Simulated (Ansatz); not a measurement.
**Effect of uniaxial strain ε_zz = −1.50 % on ZnS**

Take ZnS in the zinc blende structure (space group F-43m, No. 216; a = 5.389 Å) as the base. Axes: x, y, z lie along the cube axes.

It is then changed as follows: uniaxial strain ε_zz = −1.50 %, all other strain components held at zero; the atoms relax in the strained cell.

All numbers come from r2SCAN (Ansatz, a program for electronic structure, PAW, spin-orbit coupling left out). Γ-centred 11×11×11 mesh, Fermi–Dirac width 0.05 eV.

The volume per atom decreases by 0.29 Å³ (19.56 Å³ → 19.27 Å³) and the shortest interatomic distance drops by 0.012 Å (2.334 Å → 2.322 Å). The energy increases by 1.5 meV/atom and the band gap grows by 0.033 eV (2.70 eV → 2.74 eV). The gap character is still direct at Γ and the electron mass changes from 0.19 mₑ (at Γ) to 0.20 mₑ (at Γ). The hole mass amounts to 0.22 mₑ along z, 0.66 mₑ across (at Γ) and the valence-band top at Γ (three highest levels, from the VBM) changes from 0.00, 0.00, 0.00 eV to 0.00, -0.05, -0.05 eV. The valley order (the lowest conduction-band minima on the path, energy above the VBM, named in the base's zone) becomes Γ 2.74 eV; X along [001] 3.58 eV; X along [100] 3.66 eV; L along [1-11] 3.81 eV (base: Γ 2.70 eV; X along ⟨100⟩ 3.71 eV; L along ⟨111⟩ 3.82 eV) and the stress (xx, yy, zz, yz, xz, xy; compression positive) comes out as (1.01, 1.01, 1.64, 0.00, 0.00, 0.00) GPa.

Masses are band curvatures over ±0.01 Å⁻¹ around the edge. Stability against distortions was not tested. Labels are those of the standard path for the cell's own space group.
